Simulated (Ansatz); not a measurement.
Abridged Ansatz (a first-principles code) output:

```
Relaxation: its limit of steps is 60 (relax.max_steps)
Pseudopotential: S, paw, valence charge 6
Pseudopotential: Si, paw, valence charge 4
Crystal: 6 atoms, lattice volume = 101.455 Å³
Basis set: ecut = 500 eV, 2583 PW (Γ), exchange–correlation on 160×160×160 points (64 copies of the dense FFT grid, shifted against one another)
Bands: 22, of which v1, the nominal top of the filled ones, is band 16 counted from 1 (15 counted from 0)
Symmetry: 8 space group operations
k-points: 95 of 512
Functional: x = r2scan, c = r2scan; τ floored in thin density (d = 2e-4 eV/Å³)
SCF iter   1: F=—  HF=-4904.059691 eV  |F-HF|=—  |Δ(HF+E_count)|=         —  Δρ=5.46e-3  dr2=2.46e-2  dr2_τ=1.37e-1  ethr=1.77e-3  ⟨swp⟩=7.2  Hψ=13026  notcnv=0
SCF iter   2: F=—  HF=-4904.145770 eV  |F-HF|=—  |Δ(HF+E_count)|=   8.61e-2  Δρ=3.16e-3  dr2=6.36e-3  dr2_τ=1.57e-4  ethr=7.70e-5  ⟨swp⟩=2.0  Hψ=4797  notcnv=0  defer=143
SCF 1 converged in 7 iterations: F = -4904.143299 eV  dr2 = 6.05e-9
relax step   1: F+E_penalty+E_count = -4904.14329875 eV  Δ(F+E_penalty+E_count) = +0.000e0 eV  max|allowed force component| = 6.565e-5 eV/Å  Δτ_max = 0.0000 Å  P = +17.998 GPa  Ω = 101.455 Å³  (7 SCF iters, dr2 threshold 1.00e-7 eV, accepted)
[... steps on the carried basis left out ...]
relax step   8: F+E_penalty+E_count = -4902.68590691 eV  Δ(F+E_penalty+E_count) = +1.127e-3 eV  max|allowed force component| = 1.276e-3 eV/Å  Δτ_max = 0.0000 Å  P = +29.994 GPa  Ω = 91.531 Å³  stress off target by 1.78e-2 GPa  SCF on the basis re-selected at this cell (its energy is not comparable with the rows above)  (6 SCF iters)
SCF converged after 6 iterations
Free energy (F): -4902.685907 eV
Internal energy: -4902.685907 eV  (E = F + TS)
E sigma→0 (E₀):  -4902.685907 eV
Entropy (-TS):   -0.000000 eV (-0.000 meV/atom)
Fermi energy:    9.728205 eV
--- Forces (eV/Å), atoms counted from 1 ---
  atom   1  S      0.00127573     0.00050958     0.00000000
  atom   2  S     -0.00127573     0.00050958     0.00000000
  atom   3  S      0.00127573    -0.00050958     0.00000000
  atom   4  S     -0.00127573    -0.00050958     0.00000000
  atom   5  Si     0.00000000     0.00000000     0.00000000
  atom   6  Si     0.00000000     0.00000000     0.00000000
--- Stress (GPa, compression-positive) ---
       29.999377       0.000000       0.000000
        0.000000      29.982160       0.000000
        0.000000       0.000000      30.001725
  P = ⅓ Tr σ = 29.9944 GPa (299.944 kbar)
--- Relaxed structure (7 steps of the walk, 7 accepted, 1 SCFs on fresh bases) ---
  cell:  # Å, volume = 91.5305 Å³
    - [-2.453824006352531, 3.625222907593969, 2.572337348714536]
    - [2.453824006352531, -3.625222907593969, 2.572337348714536]
    - [2.453824006352531, 3.625222907593969, -2.572337348714536]
  atoms:
    - { symbol: S, position: [0.8632282483592444, 0.7398394345420476, 0.603067682901292] }
    - { symbol: S, position: [0.3632282483592443, 0.7601605654579523, 0.1233888138171966] }
    - { symbol: S, position: [0.6367717516407556, 0.23983943454204773, 0.8766111861828033] }
    - { symbol: S, position: [0.1367717516407557, 0.2601605654579523, 0.396932317098708] }
    - { symbol: Si, position: [0.7500000000000001, 0.7500000000000001, 6.621361247689228e-20] }
    - { symbol: Si, position: [0.25, 0.25, 6.621361247688648e-20] }
```

Task: What was computed, and what are the main results?

Result: SiS2, 6 atoms in the cell, with r2SCAN in Ansatz (plane waves to 500 eV, PAW, no spin-orbit coupling), from a series relaxed to a target (pressure 30 GPa). The last SCF converged to F = -4902.685907 eV, or -817.1143 eV per atom, at a pressure of 29.99 GPa. The total energy compares only with runs of the same code, potentials and settings.

Load acts through the strain it causes; cell and atoms are relaxed under it. No phonon test of stability was made. Competing high-pressure phases were not computed. The cell was made from SiS2 (space group Ibam, No. 72; made of chains) by this change: pressure 30 GPa. No dispersion term is included, though the crystal is made of layers, chains or molecules, so its spacings can come out too wide.

Keys are those of Ansatz 0.2.
